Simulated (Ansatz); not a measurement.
Take La₂O₃ (space group P-3m1, No. 164; a = 3.906 Å, c = 6.039 Å) as the base.

Now apply this change: cell and atoms relaxed at a pressure of 3 GPa.

Levels (all Ansatz, a first-principles code, PAW, earlier PAW set): PBEsol (420 eV, spin-orbit coupling left out); PBEsol+SOC (600 eV, spin-orbit coupling included).

The geometry is relaxed with PBEsol.

* **PBEsol lowest conduction level above the VBM at special points**: K 3.77 eV; M 3.81 eV; H 4.24 eV; Γ 4.33 eV
* **PBEsol smallest direct gap**: 3.86 eV
* **PBEsol electron mass**: 1.3 mₑ (at K)

### Question
What does PBEsol+SOC give at this geometry for the lowest conduction level above the VBM at special points, smallest direct gap and electron mass?

### Answer
The lowest conduction level above the VBM at special points changes from K 3.77 eV; M 3.81 eV; H 4.24 eV; Γ 4.33 eV to K 3.75 eV; M 3.79 eV; H 4.23 eV; Γ 4.32 eV; the smallest direct gap drops by 0.02 eV (3.86 eV → 3.84 eV); the electron mass stays 1.3 mₑ (at K).

Single points use the geometry relaxed with PBEsol. Their cutoffs differ, which shifts pressures a little. Differences between runs with and without spin-orbit coupling are approximate. Load acts through the strain it causes; cell and atoms are relaxed under it. Effective masses come from finite differences of ±0.01 Å⁻¹. Whether these cells are dynamically stable was not tested.
